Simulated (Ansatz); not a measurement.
**Stackings of Bi2Se3 on Bi2Se3**

Shifts are of the upper layer in fractions of its own cell; each row is held in its registry by symmetry or ends near it. The vacuum step is the top level less the bottom one. Sheets.

Methods: PBE+D3(BJ) (plane waves to 420 eV, PAW; Ansatz, a quantum-chemistry and plane-wave program); PBE (plane waves to 420 eV, PAW; Ansatz); r2SCAN (plane waves to 500 eV, PAW; Ansatz). Geometries and values that name no level are of the first. Scalar-relativistic, without spin–orbit coupling; with elements this heavy it can move edges by tenths of an eV. A dipole correction is on.

| registry and contact | space group | spacing (Å) | energy over the lowest (meV/Å²) | vacuum step (eV) | PBE gap (eV) |
|---|---|---|---|---|---|
| antiparallel, no shift; facing Se atop Se | P-6m2 | 3.54 | 11.2 | 0.00 | 0.73 |
| antiparallel, shifted by (1/3,2/3); facing atoms over hollows or bridges | P3m1 | 2.65 | 1.2 | -0.03 | 0.60 |
| parallel, no shift; facing atoms over hollows or bridges | P-3m1 | … | … | 0.00 | 0.65 |
| parallel, shifted by (1/3,2/3); facing Se atop Se | P-3m1 | 3.50 | 10.8 | 0.00 | 0.71 |
| parallel, shifted by (2/3,1/3); facing atoms over hollows or bridges | P-3m1 | 2.53 | 0.0 | 0.00 | 0.54 |

### Question
Fill in the missing entries.

### Answer

- parallel, no shift; facing atoms over hollows or bridges, energy over the lowest (meV/Å²): 3.5
- parallel, no shift; facing atoms over hollows or bridges, spacing (Å): 2.82
